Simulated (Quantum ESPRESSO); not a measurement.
**A series of runs on SiO₂ (P4_2/mnm, 6 atoms in the cell)**

```
SiO2
1.0
    4.14681     0.00000     0.00000
    0.00000     4.14681     0.00000
    0.00000     0.00000     2.63854
Si O
2 4
Cartesian
  2.07341   2.07341   1.31927
  0.00000   0.00000   0.00000
  2.87440   2.87440   0.00000
  1.27241   1.27241   0.00000
  3.34581   0.80100   1.31927
  0.80100   3.34581   1.31927
```

Base run A: PBE, GBRV 1.5 ultrasoft (PBE) pseudopotentials run with Quantum ESPRESSO 7.5, self-consistent single point.

Its settings: ecutwfc = 40 Ry; ecutrho = 200 Ry; occupations = fixed; potentials = {Si: si_pbe_v1.uspp.F.UPF, O: o_pbe_v1.2.uspp.F.UPF}; K_POINTS = automatic 6 6 8 0 0 0; nbnd = 22; conv_thr = 1e-11 Ry; mixing_beta = 0.7.

The starting cell comes from a database of computed structures (which also holds hypothetical and non-ambient phases and stackings), without a prior relaxation at this level. Its lattice was rescaled by a random factor within 2.5 % of one. In the base run, with a pressure of about 21 GPa the cell is away from its equilibrium volume at this level.

ΔF is the free energy per atom less that of run A. 

Runs:
- B: 2 x 1 x 1 supercell, mesh divided to match; nbnd: 22 → 38; K_POINTS: automatic 6 6 8 0 0 0 → automatic 3 6 8 0 0 0
- C: 1 x 2 x 1 supercell, mesh divided to match; nbnd: 22 → 38; K_POINTS: automatic 6 6 8 0 0 0 → automatic 6 3 8 0 0 0
- D: 1 x 1 x 2 supercell, mesh divided to match; nbnd: 22 → 38; K_POINTS: automatic 6 6 8 0 0 0 → automatic 6 6 4 0 0 0
- E: 2 x 2 x 1 supercell, mesh divided to match; nbnd: 22 → 70; K_POINTS: automatic 6 6 8 0 0 0 → automatic 3 3 8 0 0 0
- F: 2 x 2 x 1 supercell at the zone centre alone; nbnd: 22 → 70; K_POINTS: automatic 6 6 8 0 0 0 → automatic 1 1 1 0 0 0
- G: 3 x 1 x 1 supercell, mesh divided to match; nbnd: 22 → 54; K_POINTS: automatic 6 6 8 0 0 0 → automatic 2 6 8 0 0 0

| run | ΔF (meV/atom) | pressure (GPa) | largest force (eV/Å) | gap on the mesh (eV) | k-points | valence electrons |
|---|---|---|---|---|---|---|
| A | 0.00 | 21.35 | 0.456 | 6.188 | 50 | 32 |
| B | 0.00 | 21.35 | 0.456 | 6.188 | 50 | 64 |
| C | 0.00 | 21.35 | 0.456 | 6.188 | 50 | 64 |
| D | 0.00 | 21.35 | 0.456 | 6.188 | 39 | 64 |
| E | 0.00 | 21.35 | 0.456 | 6.188 | 20 | 128 |
| F | 1681.0 | 46.82 | 0.488 | 5.956 | 1 | 128 |
| G | 0.00 | 21.35 | 0.456 | 6.188 | 40 | 96 |

Run F against A: The free energy goes up by 1.68 eV/atom, the pressure goes from 21.35 to 46.82 GPa, the largest force goes from 0.456 to 0.488 eV/Å and the gap on the mesh goes from 6.188 to 5.956 eV.

Run G against A: The free energy stays essentially unchanged (within 1 meV/atom), the pressure stays at 21.35 GPa, the largest force stays at 0.456 eV/Å and the gap on the mesh stays at 6.188 eV.

Run C against A: The free energy stays essentially unchanged (within 1 meV/atom), the pressure stays at 21.35 GPa, the largest force stays at 0.456 eV/Å and the gap on the mesh stays at 6.188 eV.
